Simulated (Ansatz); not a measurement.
Coverage and cell size: Cl on the 1x1 (111) surface of fcc Rh, one adsorbate a cell, in each cell the lowest of the starts that converged. Energies against ½ Cl2(g), without dispersion, zero-point or thermal terms; small cells hold the layer to their symmetry. A negative adsorption energy means that the adsorbate is more stable on the surface than in its reference.

Calculation: PBE (plane waves to 420 eV, PAW; Ansatz, an electronic-structure program).

```tsv
area an adsorbate, end state	atoms	E_ads (eV)	height (Å)	Δ work function (eV)	rough cost
6 Å², bonded to Rh	5	-0.32	2.27	-0.07	about 70 core-seconds (a rough figure)
13 Å², bonded to 3 Rh	9	___	1.91	-0.12	very roughly 80 core-seconds
25 Å², bonded to 3 Rh	17	-1.96	1.87	-0.13	roughly 4 core-minutes
```

**Question.** Complete the blanks.

**Answer.** 
- 13 Å², bonded to 3 Rh, E_ads (eV): -1.17
